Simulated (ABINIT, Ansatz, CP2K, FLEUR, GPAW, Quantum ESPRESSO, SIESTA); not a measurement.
WS₂ (P-6m2, 3 atoms in the cell) computed with different codes at matched settings

Self-consistent single point.

```yaml
crystal:
  lattice:
    - [3.15391, 0.00000, 0.00000]
    - [-1.57696, 2.73137, 0.00000]
    - [0.00000, 0.00000, 16.79294]
  atoms:
    - { symbol: W, position: [0.00000, 0.00000, 0.00000] }
    - { symbol: S, position: [0.33333, 0.66667, 0.90800] }
    - { symbol: S, position: [0.33333, 0.66667, 0.09200] }
```

Shared settings, as Ansatz (a first-principles code) writes them: kpoints.mp_grid.grid = 6 6 1; scf.occupations.method = fixed. Potentials and cutoffs stand in the table.

| code | model | pressure (GPa) | largest force (eV/Å) | gap on the mesh (eV) | cutoff |
|---|---|---|---|---|---|
| ABINIT | PBEsol, PAW (JTH v2.0 PBE PAW, files made for PBE) | 0.68 | 0.437 | 1.848 | 42 Ry |
| GPAW | PBEsol, GPAW PAW datasets PBEsol (made by gpaw-setup) | 0.57 | 0.406 | 1.841 | 550 eV |
| FLEUR | PBEsol, all-electron FLAPW (FLEUR), scalar-relativistic valence | – | 0.435 | 1.848 | Kmax 4 1/bohr |
| Quantum ESPRESSO | PBEsol, PseudoDojo standard norm-conserving (PBESOL) pseudopotentials | 0.60 | 0.401 | 1.846 | 75 Ry |
| SIESTA | GGA PBEsol, numerical atomic orbitals TZP, PseudoDojo PBEsol standard norm-conserving potentials (rewritten from UPF to PSML) | 0.73 | 0.563 | 1.779 | grid 350 Ry |
| CP2K | PBEsol, GPW, DZVP-MOLOPT-SR-GTH basis, GTH-PBE potentials (GTH_POTENTIALS) | 0.79 | 0.489 | 1.819 | grid 500 Ry |
| Ansatz | PBEsol, PAW files made with PBE | 0.59 | 0.402 | 1.846 | default |

A dash marks a value that a program does not give, or that is left out as unsure.

Gaps are read on the mesh.

On Ansatz's run: spin-orbit coupling is off.

The spread over the programs that give each value: pressure within 0.22 GPa; largest force within 0.162 eV/Å; gap on the mesh within 0.069 eV.

SIESTA and CP2K use small atom-centred bases, whose incompleteness enters pressures, forces and empty levels differently from a plane-wave cutoff. FLEUR treats all electrons, but the usual bases taken here (sphere radii, linearisation, local orbitals, empty states) were not tested for convergence, so the values are no reference for the others. Ansatz's pressure is given at a fixed set of plane waves, as the other plane-wave codes print theirs. In the force vectors, SIESTA (by 0.160) and CP2K (by 0.085) lie more than 0.08 eV/Å from the median of the plane-wave programs.

The starting cell comes from a database of computed structures (which also holds hypothetical and non-ambient phases and stackings), without a prior relaxation at this level. Its lattice was rescaled by a random factor within 2.5 % of one.

Keys are those of Ansatz 0.2.
